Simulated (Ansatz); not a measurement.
A periodic model of amorphous Si₂₄O₅₁Y₂:

```xyz
77
Lattice="10.4418 0.3533 -0.2254 0.3533 10.3871 -0.2118 -0.2254 -0.2118 10.7364" Properties=species:S:1:pos:R:3 pbc="T T T"
Si     8.6899     8.7657     5.8528
Si     9.6391     6.0686     9.8240
Si     8.0220    10.5192     3.4666
Si     7.0004     7.8751     2.0522
Si    10.1082     5.0134     4.4433
Si     5.2564     1.7510     2.8044
Si     6.2728     7.0152     4.7616
Si     4.2039     7.5624     1.3893
Si     3.0692     5.5943     8.0246
Si     0.7070     7.6336     4.7429
Si     8.2522     1.8345     9.0239
Si     0.8208     0.2698     8.9761
Si     0.0646    -0.0366     3.4958
Si     4.6229     5.0646    10.4667
Si     1.5791     3.3109     6.3368
Si     9.4607     4.0611     7.3230
Si     6.8974     9.7987     7.8737
Si     5.7443     5.1207     6.8197
Si     6.8679     3.3146     0.6423
Si     1.8069     0.4744     5.9511
Si     1.6950     7.6447     9.7809
Si     8.7528     5.4425     1.6766
Si     3.5955     8.4210     4.4733
Si     6.7877     6.9186     8.9527
O      3.6388     8.1619     2.8246
O      6.2774     6.9265     3.1545
O      1.8822     1.1049     9.8384
O      2.3114     7.6040     5.0627
O      9.8109     5.3324     0.4297
O      9.2858     4.7382     3.0632
O      0.5645     0.6293     4.9334
O      9.7228     1.1339     8.9510
O      7.5685     9.2991     2.5165
O      7.0861     0.6974     8.9721
O      1.1906     9.1556     9.5156
O      5.9187    10.4229     6.7705
O      2.2603     4.6038     7.0179
O      5.5318     3.5438     6.9585
O     10.2682     8.3539     5.8442
O      8.2715     6.9472     9.6491
O      5.0016     7.9813     5.1400
O      6.0552     5.5014     5.2628
O      4.2344     5.9472     1.1257
O      0.9804     3.6902     4.8665
O      6.4272     2.2446     1.7544
O      8.3094     3.0066     7.8291
O      0.4070     8.7019     3.5428
O      5.6964     8.1995     1.0804
O      3.3693     4.8463     9.4418
O      4.5324     2.6879     3.8862
O      3.0957     8.1880     0.2573
O      6.3023     0.9901     3.9491
O      9.2170     4.7924     5.8384
O      9.8315     5.1638     8.4752
O      1.2962    -0.0149     7.4109
O      4.2741     0.7758     1.9846
O      2.3023     6.9880     8.4213
O      8.3221     9.1246     7.3658
O      1.0052     0.3285     2.2699
O      0.4853     6.7045    10.3037
O      8.3491     7.0352     1.6870
O      2.5728     1.9746     6.1686
O      7.8663     2.6030    10.4201
O      3.3527     9.9909     4.9848
O      0.2425     6.1437     4.3623
O      5.5022     3.7991    -0.1314
O      8.9674     0.8547     3.0124
O      6.9404     5.8976     7.6693
O      0.3801     2.8042     7.3159
O      7.7049     7.6045     5.2599
O      5.6892     6.1585     9.9018
O      7.3754     4.6694     1.3662
O      6.2879     8.4737     8.7060
O      8.4969    10.0974     4.9536
O      4.4174     5.9992     7.2497
Y      2.5669     0.2586     0.9040
Y      5.0019     1.8232     5.8383
```

Computed with PBE, scalar-relativistic without spin-orbit coupling (plane waves to 420 eV, PAW; Ansatz, a quantum-chemistry and plane-wave program).

It comes from a melt-quench run on a machine-learned potential (CHGNet), relaxed afterwards by DFT. O atoms were pushed apart under 1.9 Å during the dynamics, to hinder bonds among them. The hot cell started wider than the set density and was brought back towards it in steps. It is the lowest in DFT energy of 2 quenches. It is a model cell: composition and starting density were chosen by hand, and all elements were melted together. No dispersion term was used. Its density started from a set value of 2.38 and ended at 2.38 g/cm³. Cooling (nominally 480 K/ps over its main leg) ran many orders faster than in experiment, which tends to leave more defects and strain. One small periodic cell is one sample of the glass; other quenches scatter about these values. The volume was held where the preparation left it and the shape relaxed, at a PBE pressure of 0.0 GPa.

Neighbours within Si-Si 2.60 Å, Si-O 1.90 Å, Si-Y 3.09 Å, O-O 1.58 Å, O-Y 2.82 Å, Y-Y 3.74 Å count as bonded. Two cations that share two anions don't count as bonded, nor two that share one unless they lie closer than Si-Si 2.38 Å, Si-Y 3.01 Å, Y-Y 3.64 Å.

### Question
Give the coordination numbers, mean bond lengths and angles.

### Answer

```
Property                                                         Result
---------------------------------  ------------------------------------
Mean coordination of Si by anions                      4.00 (24 with 4)
Mean coordination of O                       2.08 (47 with 2, 4 with 3)
Mean coordination of Y by anions                        5.00 (2 with 5)
Mean Si-O bond                     1.638 Å (spread 0.026 Å, 96 counted)
Mean O-Y bond                      2.295 Å (spread 0.215 Å, 10 counted)
Bond angle at Si                               mean 109.4°, spread 5.7°
Bond angle at O                               mean 134.7°, spread 18.2°
Bond angle at Y                               mean 103.7°, spread 25.1°
```

### Question
Which atoms depart from the most common coordination of their element?

### Answer
O35 has 3 (Si21 1.61 Å, Si12 1.68 Å, Y76 2.75 Å); O51 has 3 (Si8 1.70 Å, Si21 1.72 Å, Y76 2.50 Å); O52 has 3 (Si3 1.64 Å, Si6 1.73 Å, Y77 2.44 Å); O62 has 3 (Si15 1.67 Å, Si20 1.70 Å, Y77 2.46 Å).

### Question
List the pairs of like atoms that count as bonded by the rules above.

### Answer
There are none by these rules.
